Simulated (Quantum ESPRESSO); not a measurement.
## Quick settings and what they miss: YAu (Pm-3m, 2 atoms in the cell)

Self-consistent single point.

```yaml
crystal:
  lattice:
    - [3.67452, 0.00000, 0.00000]
    - [0.00000, 3.67452, 0.00000]
    - [0.00000, 0.00000, 3.67452]
  atoms:
    - { symbol: Y, position: [0.50000, 0.50000, 0.50000] }
    - { symbol: Au, position: [0.00000, 0.00000, 0.00000] }
```

Computed with PBEsol, PseudoDojo standard norm-conserving (PBESOL) pseudopotentials (plane waves; Quantum ESPRESSO).

Base settings: ecutwfc = 80 Ry; occupations = smearing; smearing = gauss; degauss = 0.0036749 Ry; potentials = {Y: Y.upf, Au: Au.upf}; K_POINTS = automatic 9 9 9 1 1 1; conv_thr = 1e-11 Ry.

Tight run (finer mesh or higher cutoff; not a proven limit): ecutwfc: 80 Ry → 112 Ry; conv_thr: 1e-11 Ry → 7.3e-11 Ry; K_POINTS: automatic 9 9 9 1 1 1 → automatic 13 13 13 1 1 1. It gave Fermi level (on the code's own zero) 13.49 eV; pressure -7.87 GPa.

Quick runs, as changes from the base:
- A: the base itself
- B: ecutwfc: 80 Ry → 64 Ry; K_POINTS: automatic 9 9 9 1 1 1 → automatic 6 6 6 1 1 1
- C: ecutwfc: 80 Ry → 56 Ry; smearing: gauss → fd; degauss: 0.0036749 Ry → 0.019992 Ry; K_POINTS: automatic 9 9 9 1 1 1 → automatic 4 4 4 1 1 1; potentials: PseudoDojo standard norm-conserving (LDA) [LDA (PW92)]
- D: ecutwfc: 80 Ry → 48 Ry; K_POINTS: automatic 9 9 9 1 1 1 → automatic 3 3 3 1 1 1
- E: ecutwfc: 80 Ry → 48 Ry; smearing: gauss → cold; degauss: 0.0036749 Ry → 0.036749 Ry; K_POINTS: automatic 9 9 9 1 1 1 → automatic 1 1 1 1 1 1; potentials: PseudoDojo standard norm-conserving (LDA) [LDA (PW92)]
- F: ecutwfc: 80 Ry → 40 Ry; smearing: gauss → cold; degauss: 0.0036749 Ry → 0.019992 Ry; K_POINTS: automatic 9 9 9 1 1 1 → automatic 2 2 2 1 1 1

Energies are extrapolated to zero smearing width, which holds to low order in the width alone (under cold and Methfessel-Paxton smearing the free energy itself is taken).

Dashes: energy of C, E, another energy zero.

† marks runs with another functional, U, potentials or spin treatment: their distance from the tight run is not a convergence error alone.

The count of work is k-points × plane waves × bands × iterations; it is no time. 

The starting cell comes from a database of computed structures (which also holds hypothetical and non-ambient phases and stackings), without a prior relaxation at this level. Its lattice was rescaled by a random factor within 2.5 % of one. In the base run, with a pressure of about -8 GPa the cell is away from its equilibrium volume at this level.

| run | energy less tight (meV/atom) | pressure less tight (GPa) | count of work / tight |
|---|---|---|---|
| A | 3.4 | 0.09 | 0.25 |
| B | 25.4 | -0.74 | 0.060 |
| C† | – | -5.80 | 0.020 |
| D | 245.5 | -14.56 | 0.013 |
| E† | – | -15.73 | 0.0033 |
| F | 2141.7 | -35.00 | 0.0030 |

Among the runs at the tight run's level, the energy misses run from 3.4 to 2141.7 meV/atom.
